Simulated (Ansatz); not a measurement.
An armchair MoS2 nanoribbon, N = 6, bare edges, off equilibrium:

```yaml
crystal:
  lattice:
    - [19.00000, 0.00000, 0.00000]
    - [0.00000, 14.50000, 0.00000]
    - [0.00000, 0.00000, 5.50792]
  atoms:
    - { symbol: S, position: [0.29079, 0.39264, 0.66667] }
    - { symbol: Mo, position: [0.29079, 0.50000, 0.33333] }
    - { symbol: S, position: [0.29079, 0.60736, 0.66667] }
    - { symbol: S, position: [0.37447, 0.39264, 0.16667] }
    - { symbol: Mo, position: [0.37447, 0.50000, 0.83333] }
    - { symbol: S, position: [0.37447, 0.60736, 0.16667] }
    - { symbol: S, position: [0.45816, 0.39264, 0.66667] }
    - { symbol: Mo, position: [0.45816, 0.50000, 0.33333] }
    - { symbol: S, position: [0.45816, 0.60736, 0.66667] }
    - { symbol: S, position: [0.54184, 0.39264, 0.16667] }
    - { symbol: Mo, position: [0.54184, 0.50000, 0.83333] }
    - { symbol: S, position: [0.54184, 0.60736, 0.16667] }
    - { symbol: S, position: [0.62553, 0.39264, 0.66667] }
    - { symbol: Mo, position: [0.62553, 0.50000, 0.33333] }
    - { symbol: S, position: [0.62553, 0.60736, 0.66667] }
    - { symbol: S, position: [0.70921, 0.39264, 0.16667] }
    - { symbol: Mo, position: [0.70921, 0.50000, 0.83333] }
    - { symbol: S, position: [0.70921, 0.60736, 0.16667] }
```

Level of theory: PBE (plane waves to 420 eV, PAW; Ansatz, a program for electronic structure). Mesh 1×1×6. No spin polarisation, so a magnetic state wasn't tested. Periodic along z alone, with about 11 Å of vacuum beside it. An idealised model, cut from the flat sheet. Values not marked SOC lack spin–orbit coupling. Fermi–Dirac width 0.02 eV.

### Question
What forces act on the atoms (eV/Å, in the order given)?

### Answer
```tsv
atom	Fx	Fy	Fz
S1	-0.405	0.645	-0.856
Mo2	1.843	0.000	1.519
S3	-0.405	-0.645	-0.856
S4	-0.490	0.223	-0.039
Mo5	-0.405	0.000	0.454
S6	-0.490	-0.223	-0.039
S7	0.092	-0.112	0.051
Mo8	-0.021	0.000	-0.286
S9	0.092	0.112	0.051
S10	-0.092	-0.112	0.051
Mo11	0.021	0.000	-0.286
S12	-0.092	0.112	0.051
S13	0.490	0.223	-0.039
Mo14	0.405	0.000	0.454
S15	0.490	-0.223	-0.039
S16	0.405	0.645	-0.856
Mo17	-1.843	0.000	1.519
S18	0.405	-0.645	-0.856
```
